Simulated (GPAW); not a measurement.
# How far to go with the k-point mesh at a smearing width of 0.02 eV: Ag (Fm-3m, 1 atom in the cell)

```xyz
1
Lattice="0.0000 2.0552 2.0552 2.0552 0.0000 2.0552 2.0552 2.0552 0.0000" Properties=species:S:1:pos:R:3 pbc="T T T"
Ag     0.0000     0.0000     0.0000
```

Computed with PBE, GPAW PAW datasets PBE (gpaw-data 1.0.1) (plane waves; GPAW).

Base settings: mode = pw; ecut = 600 eV; xc = PBE; kpts = 10 10 10; mesh shift (steps) = 0 0 0; occupations.name = fermi-dirac; occupations.width = 0.1 eV; nbands = -9; convergence.forces = 0.001 eV/Å; symmetry.symmorphic = false.

In this ladder: occupations.width = 0.02 eV.

Only quantities that move along the ladder and can be compared are tabulated.

The count of work is k-points × plane waves × bands × iterations; it is no time. Core times come from one kind of shared machine, to one figure; runs under 30 s give none.

The starting cell has typed, rounded lattice constants, without a prior relaxation at this level. Its lattice was rescaled by up to half a per cent.

Steps (kpts): 5 5 5; 6 6 6; 7 7 7; 9 9 9; 10 10 10; 12 12 12; 15 15 15; 18 18 18; 22 22 22; 27 27 27; 33 33 33.

What is the coarsest kpts that holds the pressure within 0.5 GPa of the last step, with all finer ones?

7 7 7, at 0.023 of the last step's count of work; the step before is off by 0.72 GPa.

What is the coarsest kpts that holds the free energy within 5 meV/atom of the last step, with all finer ones?

15 15 15, at 0.14 of the last step's count of work; the step before is off by 5.6 meV/atom.

| kpts | free energy less the last step's (meV/atom) | pressure (GPa) | count of work / last | core time / last (rough) |
|---|---|---|---|---|
| 5 5 5 | -118.13 | 1.72 | 0.010 | – |
| 6 6 6 | 70.12 | 3.31 | 0.016 | – |
| 7 7 7 | -49.68 | 2.21 | 0.023 | – |
| 9 9 9 | -18.14 | 2.40 | 0.039 | – |
| 10 10 10 | 14.25 | 2.92 | 0.053 | – |
| 12 12 12 | 5.60 | 2.75 | 0.075 | – |
| 15 15 15 | 4.22 | 2.50 | 0.14 | – |
| 18 18 18 | -2.23 | 2.61 | 0.22 | 0.3 |
| 22 22 22 | -1.81 | 2.63 | 0.34 | 0.4 |
| 27 27 27 | 1.10 | 2.62 | 0.63 | 0.8 |
| 33 33 33 | 0.00 | 2.59 | 1.0 | 1 |
